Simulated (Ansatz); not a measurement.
# TiB2: strain along the normal

TiB2 (AlB2 type, P6/mmm, 8.371 Å³/atom at rest, c along z) under an equal strain ε in the (0001) plane with the normal axis free, as in a coherent film. PBEsol in Ansatz, a plane-wave DFT program (PAW, default set), 420 eV, 13×13×10 Γ-centred mesh, Fermi-Dirac smearing 0.05 eV; ions are relaxed within the symmetry of each cell.

Here s stands for strain and y for normal strain.

```csv
strain (%),normal strain (%)
-3.00,?
-1.50,0.72
-1.00,0.48
-0.50,0.24
0.00,0.00
0.50,-0.24
1.00,-0.48
1.50,-0.71
```

### Question
Fit y against s with a straight line, and predict the withheld value at s = -3.00.

### Answer
Means: s 0, y 0.001. About the means, the sum of products is -3.3450 and the sum of squares of s is 7.0000; the slope is their ratio. Least squares gives y = 0.001 - 0.4779·s. Residuals (row less fit): 0.002, 0.001, 0.000, -0.001, -0.002, -0.003, 0.006; standard error 0.003 (degrees of freedom: 5). The slope, -0.48 ± 0.00, is the elastic response of the normal axis, −2C13/C33. At the withheld row, y = 0.001 - 0.4779 × (-3.0) = 1.435%. The calculation gives 1.45%, 0.015% above the prediction (0.7 % of the range of y in the table). The row lies outside the fitted rows, so this is an extrapolation. The fitted rows scatter only by rounding.

In a metal these values are sensitive to mesh and smearing; energies are taken to zero smearing, stresses follow the free energy. Rows are the converged runs of the series near zero and its far end; series whose fitted rows scatter by over a few per cent of the range, as at a crossing or softening among them, aren't shown in this form. Most that stay on the fit to the last digits aren't either.
